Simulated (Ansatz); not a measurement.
Single solute atoms on Ru sites of hcp Ru, each beside a vacancy: the barrier for the solute to jump into the vacancy in the basal plane, counted from the relaxed pair on adjacent sites of that sublattice. PBE (Ansatz, a program for electronic structure, plane waves to 420 eV, PAW), climbing-image NEB, 36 sites, 4×4×4 shifted along c, energies as single points at geometries from a coarser mesh; static nuclei, fixed cell, no finite-size correction. This jump alone does not carry the solute far: the vacancy must also move round it. All rows are spin-restricted.

The jump length is the distance between the solute's relaxed places before and after the jump, so it follows from relaxing the pair, without the band.

```json
[
 {"Row": "1", "Solute": "Pd", "Jump length x (Å)": "2.63", "Barrier y (eV)": "1.60"},
 {"Row": "2", "Solute": "Ti", "Jump length x (Å)": "2.58", "Barrier y (eV)": "1.03"},
 {"Row": "3", "Solute": "Ag", "Jump length x (Å)": "2.52", "Barrier y (eV)": "1.19"},
 {"Row": "4", "Solute": "Sn", "Jump length x (Å)": "2.44", "Barrier y (eV)": "0.75"},
 {"Row": "5", "Solute": "In", "Jump length x (Å)": "2.42", "Barrier y (eV)": "0.79"},
 {"Row": "6", "Solute": "Si", "Jump length x (Å)": "2.83", "Barrier y (eV)": "0.47"},
 {"Row": "7", "Solute": "V", "Jump length x (Å)": "2.75", "Barrier y (eV)": "?"}
]
```

Problem. Fit a straight line of barrier against jump length to rows 1 to 6, predict row 7, and compare with the computed barrier.

Solution. Means: x̄ = 2.570 Å, ȳ = 0.972 eV. Sums of products of deviations: Sxx = 0.1132 Å², Sxy = -0.0470 eV Å, Syy = 0.7797 eV². Slope: Sxy/Sxx = -0.42 eV/Å; r² = Sxy²/(Sxx Syy) = 0.03; scatter about the line: √[(Syy − Sxy²/Sxx)/(6 − 2)] = 0.44 eV. Row 7: 0.972 + (-0.42) × (2.75 − 2.570) ≈ 0.90 eV. The computed barrier is 1.45 eV, +0.55 eV from the line, beyond the scatter; the mean ȳ alone misses it by 0.48 eV.
